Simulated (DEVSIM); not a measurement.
Schottky contact on p-type CdTe

Structure: Schottky contact on p-type CdTe, at 300 K.

| layer (left to right) | material | thickness (μm) | Na (cm⁻³) | τn (s) | τp (s) |
|---|---|---|---|---|---|
| 1 | CdTe | 0.540 | 1.5e15 | 4.5e-10 | 4.5e-10 |
| 2 | CdTe | 8.10 | 1.7e18 | 4.5e-10 | 4.5e-10 |

Left contact: Schottky, work function 5.1 eV, emission velocity 4.7e6 cm/s. Right contact: ohmic. Voltage is applied to the left contact. Recombination: SRH at mid-gap, radiative, Auger. Mobility is μmin + (μ − μmin)/(1 + (N/Nref)^α).

Constants are typed, rounded textbook-type inputs, not results; the design itself was drawn at random and stands for no fabricated device. Values at 300 K.

```tsv
parameter	CdTe
gap (eV)	1.5
affinity (eV)	4.28
permittivity	10.2
Nc (cm⁻³)	8e17
Nv (cm⁻³)	1.8e19
μn (cm²/Vs)	1000
μp (cm²/Vs)	80
μn,min	100
μp,min	10
Nref,n	1e17
Nref,p	1e17
αn	0.6
αp	0.6
B (cm³/s)	1e-10
Cn (cm⁶/s)	1e-30
Cp (cm⁶/s)	1e-30
```

Model (solved in DEVSIM): 1D drift-diffusion, Boltzmann statistics, complete ionisation; no tunnelling, impact ionisation, image-force lowering or self-heating. Metal contacts follow the ideal Schottky-Mott rule: no Fermi-level pinning, no interface dipoles.

```json
{
  "potential_step_across_the_device_at_zero_bias": "0.619 V",
  "Dark forward voltage at 1 A/cm²": "0.320 V",
  "Dark forward voltage at 100 A/cm²": "0.630 V"
}
```

Small-signal capacitance in reverse bias (quasi-static):

```tsv
V (V)	C (nF/cm²)
0.1	19.3
0.25	18.5
0.5	17.8
0.75	17.4
1	17.2
1.5	17.0
2	16.9
2.5	16.8
3.25	16.8
4	16.7
5	16.7
```

Dark forward current:

(V (V), J (A/cm²)): (-0.05, -5.6e-5); (-0.10, -0.00041); (-0.20, -0.016); (-0.25, -0.098); (-0.35, -2.5); (-0.40, -8.5); (-0.50, -38); (-0.55, -59); (-0.65, -110); (-0.70, -140); (-0.75, -170); (-0.85, -250); (-0.90, -280); (-1.00, -370); (-1.05, -410); (-1.15, -510); (-1.20, -550); (-1.30, -660); (-1.35, -710); (-1.40, -770); (-1.50, -890); (-1.55, -950); (-1.65, -1100); (-1.70, -1100); (-1.80, -1300); (-1.85, -1300); (-1.95, -1500); (-2.00, -1600)
